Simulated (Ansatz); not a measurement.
A periodic model of amorphous In9Ga9Zn9O37K2:

```
CELL_PARAMETERS angstrom
      9.39998    -0.35508     0.03253
     -0.35508     9.20592     0.08913
      0.03253     0.08913     9.95723
ATOMIC_POSITIONS crystal
  In 0.04357 0.99295 0.02261
  In 0.44226 0.29496 0.82405
  In 0.45106 0.13407 0.13003
  In 0.74343 0.27968 0.00123
  In 0.25839 0.78695 0.49595
  In 0.67192 0.59702 0.80557
  In 0.00444 0.79937 0.76091
  In 0.30209 0.40169 0.34447
  In 0.12783 0.15699 0.61586
  Ga 0.87351 0.63028 0.03589
  Ga 0.63948 0.93165 0.95456
  Ga 0.48646 0.53209 0.57029
  Ga 0.34248 0.81646 0.10533
  Ga 0.62515 0.89896 0.62513
  Ga 0.04054 0.75257 0.27262
  Ga 0.73021 0.29411 0.59794
  Ga 0.47379 0.50786 0.07937
  Ga 0.13818 0.37140 0.04707
  Zn 0.27736 0.60902 0.83111
  Zn 0.84907 0.61779 0.53441
  Zn 0.45245 0.11445 0.49861
  Zn 0.14790 0.08974 0.30808
  Zn 0.98221 0.41860 0.79113
  Zn 0.86143 0.07119 0.76595
  Zn 0.00025 0.45235 0.35291
  Zn 0.33352 0.95401 0.80519
  Zn 0.64101 0.38410 0.32548
  O  0.15118 0.98226 0.48863
  O  0.45130 0.52012 0.75862
  O  0.66072 0.10490 0.55918
  O  0.15040 0.47910 0.20767
  O  0.36512 0.33436 0.03578
  O  0.53274 0.91060 0.12139
  O  0.92703 0.25390 0.67227
  O  0.03302 0.66706 0.44801
  O  0.11374 0.28257 0.43081
  O  0.34329 0.14645 0.68846
  O  0.64815 0.66668 0.58294
  O  0.49564 0.51423 0.26318
  O  0.88153 0.62977 0.22028
  O  0.67829 0.35742 0.76764
  O  0.65260 0.49111 0.00603
  O  0.37174 0.65412 0.00685
  O  0.81561 0.06119 0.96001
  O  0.17546 0.41451 0.85953
  O  0.53492 0.88354 0.79626
  O  0.31705 0.56657 0.49484
  O  0.24371 0.78974 0.26623
  O  0.03235 0.75798 0.97379
  O  0.65957 0.23222 0.19777
  O  0.99364 0.93864 0.23134
  O  0.22599 0.77359 0.71975
  O  0.28055 0.97517 0.00588
  O  0.08602 0.19014 0.12088
  O  0.53357 0.35198 0.50869
  O  0.74523 0.75747 0.94340
  O  0.06916 0.02385 0.79978
  O  0.81124 0.41384 0.44747
  O  0.82531 0.89697 0.65814
  O  0.35877 0.17206 0.31884
  O  0.55375 0.14266 0.93848
  O  0.89620 0.59387 0.72793
  O  0.92802 0.43241 0.99207
  O  0.47054 0.89431 0.50156
  K  0.83582 0.10614 0.34946
  K  0.64505 0.76663 0.30811
```

Methods: PBE, scalar-relativistic without spin-orbit coupling (Ansatz, a program for electronic structure); r2SCAN, scalar-relativistic without spin-orbit coupling (Ansatz); HSE06, scalar-relativistic without spin-orbit coupling (Ansatz). Neutral PBE cell, which sets geometry, pressure and energy: sampling: a 2×2×2 Γ-centred mesh; Fermi-Dirac width 0.02 eV; no spin polarisation. Exact exchange is cut at the faces of this 9 Å cell, which leaves hybrid gaps a finite-size error.

It comes from a melt-quench run on a machine-learned potential (CHGNet), relaxed afterwards by DFT. O atoms were pushed apart under 1.9 Å during the dynamics, to hinder bonds among them. The hot cell started wider than the set density and was brought back towards it in steps. It is the lowest in DFT energy of 2 quenches. It is a model cell: composition and starting density were chosen by hand, and all elements were melted together. No dispersion term was used. Its density started from a set value of 5.63 and ended at 5.63 g/cm³. The simulated quench (nominally 210 K/ps over its main leg) is rapid and tends to freeze in more defects than a deposited or slowly cooled glass has. A cell of this size samples the disorder only roughly. The volume was held where the preparation left it and the shape relaxed.

Question: Give the pressure and the spacing of the highest filled and lowest empty levels.

Answer: 
* **Pressure on a 2×2×2 Γ-centred mesh**: 0.74 GPa
* **Largest force and stress component on that mesh (the relaxation ran on the zone centre alone)**: 0.07 eV/Å and 0.8 GPa
* **Level gap on a 2×2×2 Γ-centred mesh (PBE)**: 0.91 eV
* **Level gap at the zone centre (PBE)**: 0.96 eV
* **Level gap at the zone centre (r2SCAN)**: 1.41 eV
* **Level gap at the zone centre (HSE06)**: 2.51 eV
* **Distance between the nearest levels spread over more than a fifth of the atoms or a third of the atoms of their main element (six at least) (PBE, zone centre)**: 1.11 eV

Question: At PBE and the zone centre, how localised are the states just below and above the Fermi level (participation number: the atoms over which a state spreads)?

Answer: The highest filled state is spread over 8.1 atoms' worth, largest on O28, with weights by element (charge in smoothed Voronoi cells) O 0.80, Zn 0.16, In 0.02. The lowest empty state is spread over 61.6 atoms' worth, largest on In9, with weights by element (charge in smoothed Voronoi cells) O 0.52, In 0.20, Zn 0.15.

At PBE the levels at the filled edge of the gap are localised (band-tail or defect states).

Bonds are counted up to In-In 3.12 Å, In-Ga 2.90 Å, In-Zn 2.90 Å, In-O 2.62 Å, In-K 3.79 Å, Ga-Ga 2.68 Å, Ga-Zn 2.68 Å, Ga-O 2.52 Å, Ga-K 3.58 Å, Zn-Zn 2.68 Å, Zn-O 2.48 Å, Zn-K 3.58 Å, O-O 1.58 Å, O-K 3.23 Å, K-K 4.47 Å. Two cations that share two anions don't count as bonded, nor two that share one unless they lie closer than In-In 3.04 Å, In-Ga 2.82 Å, In-Zn 2.82 Å, In-K 3.69 Å, Ga-Ga 2.61 Å, Ga-Zn 2.61 Å, Ga-K 3.48 Å, Zn-Zn 2.61 Å, Zn-K 3.48 Å, K-K 4.34 Å.

Added carriers, by PBE, scalar-relativistic without spin-orbit coupling (Ansatz) on the zone centre alone. Charged cells keep the cell fixed and stand in a uniform background, with no image correction, at a width of 0.01 eV; where the count is odd the moment is locked at 1 μB, unless the neutral cell bore moments. Each starts from the undistorted neutral geometry alone. PBE's self-interaction favours spread-out carriers, so it can miss traps that a hybrid finds.

Question: What happens at PBE when the cell takes an extra electron and the atoms relax?

Answer: Relaxation lowers the charged cell by 0.01 eV. The largest moves are K65 0.02 Å, O36 0.02 Å, O38 0.01 Å, O28 0.01 Å. The level that holds the added charge spreads over 61.5 atoms' worth, most on In9 (weight 0.03): a carrier spread over the cell. No bond crosses its cut-off with a change of over 0.15 Å (metal-metal contacts aside). Made neutral again at that geometry, the cell lies +0.01 eV from the neutral start.

Question: What happens at PBE when the cell takes a hole and the atoms relax?

Answer: Relaxation lowers the charged cell by 0.08 eV. The largest moves are K65 0.09 Å, O51 0.08 Å, O28 0.06 Å, K66 0.06 Å. The level that was emptied spreads over 9.3 atoms' worth, most on O28 (weight 0.21): a partly localised carrier. No bond crosses its cut-off with a change of over 0.15 Å (metal-metal contacts aside). Made neutral again at that geometry, the cell lies +0.14 eV from the neutral start (a closed shell was imposed there, with levels 0.58 eV apart, so this is an upper bound).
